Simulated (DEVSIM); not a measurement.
Structure: abrupt Si n-p junction, at 300 K.

```csv
layer (left to right),material,thickness (μm),Nd (cm⁻³),Na (cm⁻³),τn (s),τp (s)
1,Si,27.0,3.3e17,-,0.0002,0.0002
2,Si,59.0,-,2.8e18,0.0002,0.0002
```

Left contact: ohmic. Right contact: ohmic. Voltage is applied to the left contact. Recombination: SRH at mid-gap, radiative. Mobility is constant in doping.

This is a model device: material constants are rounded textbook-type values typed into the input, and sizes, dopings and lifetimes were drawn at random. Values at 300 K.

| parameter | Si |
|---|---|
| gap (eV) | 1.124 |
| affinity (eV) | 4.05 |
| permittivity | 11.7 |
| Nc (cm⁻³) | 2.86e19 |
| Nv (cm⁻³) | 3.1e19 |
| μn (cm²/Vs) | 1417 |
| μp (cm²/Vs) | 470 |
| B (cm³/s) | 4.7e-15 |

Simulated with DEVSIM: 1D drift-diffusion, Boltzmann statistics, complete ionisation; no tunnelling, impact ionisation, image-force lowering or self-heating.

Q: Tabulate band edges, carrier densities and field at zero bias.

A: Energies count from the Fermi level of the right contact; mesh points crowd at the junctions.

```csv
x (μm),Ec (eV),Ev (eV),n (cm⁻³),p (cm⁻³),field (V/cm)
0.000,0.115,-1.009,3.3e17,350,≈ 0
0.05434,0.115,-1.009,3.3e17,350,≈ 0
0.2315,0.115,-1.009,3.3e17,350,≈ 0
0.7756,0.115,-1.009,3.3e17,350,≈ 0
3.894,0.115,-1.009,3.3e17,350,≈ 0
12.75,0.115,-1.009,3.3e17,350,≈ 0
22.34,0.115,-1.009,3.3e17,350,≈ 0
26.07,0.115,-1.009,3.3e17,350,≈ 0
26.72,0.115,-1.009,3.3e17,350,≈ 0
26.93,0.118,-1.006,3.0e17,390,3600
27.00,0.818,-0.306,530000,2.2e14,260000
27.07,1.062,-0.062,< 1e2,2.8e18,≈ 0
27.28,1.062,-0.062,< 1e2,2.8e18,≈ 0
27.96,1.062,-0.062,< 1e2,2.8e18,≈ 0
31.61,1.062,-0.062,< 1e2,2.8e18,≈ 0
42.09,1.062,-0.062,< 1e2,2.8e18,≈ 0
67.93,1.062,-0.062,< 1e2,2.8e18,≈ 0
80.48,1.062,-0.062,< 1e2,2.8e18,≈ 0
84.85,1.062,-0.062,< 1e2,2.8e18,≈ 0
85.66,1.062,-0.062,< 1e2,2.8e18,≈ 0
85.91,1.062,-0.062,< 1e2,2.8e18,≈ 0
86.00,1.062,-0.062,< 1e2,2.8e18,≈ 0
```
